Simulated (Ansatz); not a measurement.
# BaSi2 (model structure, started from the MoSi2 type, I4/mmm, No. 139, 3 atoms in the cell)

All values below come from PBEsol (Ansatz, a first-principles code, PAW).

Numerical settings: plane-wave cutoff 500 eV, 14×14×14 k mesh, Fermi–Dirac smearing 0.05 eV, scalar-relativistic PAW data made under PBE.

Cell (relaxed at this level):

```yaml
crystal:
  lattice:
    - [-1.72574, 1.72574, 5.73862]
    - [1.72574, -1.72574, 5.73862]
    - [1.72574, 1.72574, -5.73862]
  atoms:
    - { symbol: Ba, position: [0.00000, 0.00000, 0.00000] }
    - { symbol: Si, position: [0.28837, 0.28837, 0.00000] }
    - { symbol: Si, position: [0.71163, 0.71163, 0.00000] }
```

```
Property  Result
--------  ------
band gap    none
```

Note: the relaxation could raise the start's symmetry but not lower it, so the cell can be a saddle point.

Spin–orbit coupling is not included.

A model structure was made by putting elements into a prototype or built by hand; it is no filed structure, need not be a known phase, and can be a saddle point held by its symmetry.
